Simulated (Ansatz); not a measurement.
The parent structure is GaSe in the beta-GaS type structure (space group P6_3/mmc, No. 194; a = 3.7049 Å, c = 15.5079 Å; layered, stacked along the Cartesian z axis).

The change: a hydrostatic pressure of 4.2 GPa.

Levels (all Ansatz, a program for electronic structure, PAW, earlier PAW set): PBEsol-D3(BJ) (420 eV, no SOC); PBEsol+SOC (420 eV, with spin-orbit coupling).

The geometry is relaxed with PBEsol-D3(BJ).

| Property | Result |
|---|---|
| PBEsol-D3(BJ) lowest conduction level above the VBM at special points | K 0.55 eV; M 0.62 eV; H 0.98 eV; L 1.04 eV |
| PBEsol-D3(BJ) smallest direct gap | 1.21 eV |
| PBEsol-D3(BJ) gap character | indirect, Γ → K |

How does going to PBEsol+SOC change the lowest conduction level above the VBM at special points, smallest direct gap and gap character?

The lowest conduction level above the VBM at special points becomes K 0.52 eV; M 0.59 eV; H 0.94 eV; L 1.01 eV (PBEsol-D3(BJ): K 0.55 eV; M 0.62 eV; H 0.98 eV; L 1.04 eV); the smallest direct gap decreases by 0.024 eV, from 1.21 eV to 1.18 eV; the gap character remains indirect, Γ → K.

Single points use the geometry relaxed with PBEsol-D3(BJ). Differences between runs with and without spin-orbit coupling are approximate. Load acts through the strain it causes; cell and atoms are relaxed under it. No phonon test of stability was made.
